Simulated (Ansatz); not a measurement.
The reference is TiSe2 in the CdI2 type structure (space group P-3m1, No. 164; layered, stacked along the Cartesian z axis; relaxed with 0.1 eV smearing).

```xyz
3
Lattice="3.4801 0.0000 0.0000 -1.7400 3.0138 0.0000 0.0000 0.0000 5.8719" Properties=species:S:1:pos:R:3 pbc="T T T"
Ti     0.0000     0.0000     0.0000
Se     1.7400     1.0046     1.5550
Se     0.0000     2.0092     4.3169
```

Cartesian axes are those of the cell as printed.

Computed with Kohn–Sham DFT with the PBE-D3(BJ) functional, run in Ansatz (an electronic-structure program) with PAW and 420 eV plane waves, without spin-orbit coupling.

Modification: every lattice vector is stretched by 1.00 %, atoms relaxed at fixed cell.

Problem. Predict the stress tensor and what it implies for the stiffness.

Solution. Stress of the strained cell less that of the base (GPa, compression positive):
```
   -1.5     0.0     0.0
    0.0    -1.5     0.0
    0.0     0.0    -0.8
```

Then B = −ΔP/(ΔV/V₀) with ΔV/V₀ = 0.0303 gives secant stiffness values (nonlinear terms included at this strain): B (at held cell shape, above the free-shape value) ≈ 42 GPa.

No phonon test of stability was made. The final runs are not spin-polarised.
